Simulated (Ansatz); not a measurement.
Base system: SiC in the zinc blende structure (space group F-43m, No. 216; a = 4.329 Å).

The values are results of plane-wave PAW DFT at the LDA level (Ansatz, a program for electronic structure, 420 eV), no spin-orbit coupling, not measurements.

Before the change:

```
Item                     Value
-------------  ---------------
Band gap               1.30 eV
Gap character  indirect, Γ → X
```

Modification: an isotropic linear strain of −1.00 %, atoms relaxed at fixed cell.

Question: How does this affect the band gap and gap character?

Answer: The band gap shrinks by 0.03 eV to 1.27 eV; the gap character stays indirect, Γ → X.

No phonon test of stability was made.
